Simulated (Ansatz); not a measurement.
We consider fluorite NiSi₂, described by LDA (Ansatz, a quantum-chemistry and plane-wave program, plane waves, PAW).

From the output:

```
Crystal: 3 atoms, lattice volume = 39.497 Å³
Basis set: ecut = 520 eV, 1067 PW (Γ), exchange–correlation on 60×60×60 points (8 copies of the dense FFT grid, shifted against one another)
Bands: 17, of which v1, the nominal top of the filled ones, is band 13 counted from 1 (12 counted from 0)
Symmetry: 48 space group operations
Space group: Fm-3m (ITA 225), of the structure as read, at distance tolerance 3.4e-5 Å
k-points: 195 of 5832
Functional: x = slater, c = lda
SCF iter   1: F=—  HF=-6992.076462 eV  |F-HF|=—  |Δ(HF+E_count)|=         —  Δρ=1.71e-2  dr2=5.83e-2
SCF iter   2: F=—  HF=-6992.068370 eV  |F-HF|=—  |Δ(HF+E_count)|=   8.09e-3  Δρ=4.05e-3  dr2=3.83e-3
  ...
SCF iter   8: F=—  HF=-6992.067154 eV  |F-HF|=—  |Δ(HF+E_count)|=  7.03e-10  Δρ=1.06e-6  dr2=3.41e-10
SCF iter   9: F=-6992.067154 eV  HF=-6992.067154 eV  |F-HF|=9.09e-13  |Δ(HF+E_count)|=  1.28e-10  Δρ=1.09e-7  dr2=2.95e-12
SCF 1 converged in 9 iterations: F = -6992.067154 eV  dr2 = 2.95e-12
SCF converged after 9 iterations
Free energy (F): -6992.067154 eV
Internal energy: -6992.060588 eV  (E = F + TS)
E sigma→0 (E₀):  -6992.063871 eV
Fermi energy:    12.989717 eV
--- Forces (eV/Å), atoms counted from 1 ---
  atom   1  Si     0.00000000    -0.00000000    -0.00000000
  atom   2  Si    -0.00000000     0.00000000     0.00000000
  atom   3  Ni    -0.00000000     0.00000000     0.00000000
--- Stress (GPa, compression-positive) ---
       -4.838457      -0.000000       0.000000
       -0.000000      -4.838457       0.000000
       -0.000000      -0.000000      -4.838457
  P = ⅓ Tr σ = -4.8385 GPa (-48.385 kbar)
```

Question: Write an input file that could have produced this run (the log leaves some choices open).

Answer: This is not unique; one that fits is 
Ansatz 0.2 input:
```yaml
crystal:
  lattice:
    - [0.0, 2.703, 2.703]
    - [2.703, 0.0, 2.703]
    - [2.703, 2.703, 0.0]
  atoms:
    - { symbol: Si, position: [0.25, 0.25, 0.25] }
    - { symbol: Si, position: [0.75, 0.75, 0.75] }
    - { symbol: Ni, position: [0.0, 0.0, 0.0] }
basis:
  ecutwfc: 520
  ecutrho_ratio: 4
  xc_grid: 2
kpoints:
  mp_grid: { grid: [18, 18, 18] }
hamiltonian:
  xc: lda
  dispersion: none
  pseudopotentials: { kind: paw }
scf:
  occupations: { method: fermi_dirac, width: 0.05 }
  convergence: { dr2_threshold: 0.0000000003 }
output:
  forces: true
  stress: true
  eigenvalues: true
```

The PAW data were made under PBE.

Note: cell and atoms aren't relaxed at this level (pressure -4.8 GPa).
